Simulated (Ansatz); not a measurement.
Start from NiSi (space group Pnma, No. 62; non-magnetic).

```xyz
8
Lattice="5.1189 0.0000 0.0000 0.0000 3.3423 0.0000 0.0000 0.0000 5.5634" Properties=species:S:1:pos:R:3 pbc="T T T"
Ni     2.5987     0.8356     3.8317
Ni     0.0393     0.8356     4.5134
Ni     2.5202     2.5067     1.7317
Ni     5.0796     2.5067     1.0500
Si     3.4748     0.8356     0.4641
Si     0.9154     0.8356     2.3176
Si     1.6441     2.5067     5.0993
Si     4.2035     2.5067     3.2458
```

Method: plane-wave PAW DFT at the r2SCAN level (Ansatz, a quantum-chemistry and plane-wave program, 500 eV), no spin-orbit coupling.

For the base:

| Item | Result |
|---|---|
| Volume per atom | 11.90 Å³ |

One thing is altered: cell and atoms relaxed at a pressure of 3 GPa.

Problem. Predict the new volume per atom.

Solution. The volume per atom decreases by 0.19 Å³ (11.90 Å³ → 11.71 Å³).

Load acts through the strain it causes; cell and atoms are relaxed under it. Stability against distortions was not tested. Seeded moments were not kept for the base. The final runs are not spin-polarised.
